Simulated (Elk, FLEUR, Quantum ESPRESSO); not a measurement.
## PmSe (Fm-3m, 2 atoms in the cell) computed with different codes at matched settings

Self-consistent single point.

```yaml
crystal:
  lattice:
    - [0.00000, 2.96054, 2.96054]
    - [2.96054, 0.00000, 2.96054]
    - [2.96054, 2.96054, 0.00000]
  atoms:
    - { symbol: Pm, position: [0.00000, 0.00000, 0.00000], spin: 4.0 }
    - { symbol: Se, position: [0.50000, 0.50000, 0.50000] }
```
(The spins are starting values, not results.)

All programs got the same cell, k-point mesh and kind of occupations, and the same starting moments (in Elk's words: spinpol = true; swidth = 0.00499791 Ha); potentials, basis and cutoffs are each program's usual ones.

```
code                                                                                                          model  size of the net moment (μB/atom)           cutoff
----------------  -------------------------------------------------------------------------------------------------  --------------------------------  ---------------
Elk               PBEsol, all-electron FP-LAPW, Elk's shipped species files, APW+lo basis with extra local orbitals                              2.43       rgkmax 7.5
FLEUR                                               PBEsol, all-electron FLAPW (FLEUR), scalar-relativistic valence                              2.42  Kmax 3.9 1/bohr
Quantum ESPRESSO                                               PBEsol, SSSP 1.1.2 efficiency (PBE) pseudopotentials                              2.38            50 Ry
```

The spread over the programs that give each value: size of the net moment within 0.05 μB/atom.

The starting cell comes from a database of computed structures (which also holds hypothetical and non-ambient phases and stackings), without a prior relaxation at this level. On Elk's run: Spin-orbit coupling is off. With one magnetic atom in the cell only a parallel order is possible. With U or open f shells several self-consistent states can exist. The f electrons are in the valence without U or exact exchange, which can misplace them near the Fermi level. Spin-orbit terms, which matter for f shells, are left out. Values depend on the basis (sphere radii, cutoffs, local orbitals), which need not be converged.

Q: Why do the programs differ, and what cannot be compared?

A: Differences of this kind can come from the potentials, where these differ, and from what each basis and cutoff leave unconverged. The valence holds different numbers of electrons (FLEUR 31, Quantum ESPRESSO 21). The zero of total energies and Fermi levels follows the potentials and each program's conventions, so they are not compared here. Elk and FLEUR treat all electrons, but the usual bases taken here (sphere radii, linearisation, local orbitals, empty states) were not tested for convergence, so the values are no reference for the others. Site moments depend on each program's spheres or projections; the total moment of the cell does not.

Left out of this page: Ansatz (with a known weakness of the program).
